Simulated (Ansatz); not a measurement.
**The (110) surface of fcc Sr in its 1x1 cell, outermost plane spacing 2.13 Å in the ideal cut**

The numbers are results of r2SCAN, at the PBE geometry (plane waves to 500 eV, PAW; Ansatz, a quantum-chemistry and plane-wave program), not measurements.

Model: 6-atom slab, 10.7 Å thick at the start, 9x6x1 mesh, Fermi-Dirac 0.1 eV, dipole correction, single point; on the structure that PBE left under its start's symmetry; no spin, no spin-orbit, no U.

```json
{
  "surface energy (mean of both faces)": "0.45 J/m²",
  "work_function_of_the_top_face": "2.63 eV",
  "cost": "very roughly 90 core-seconds"
}
```
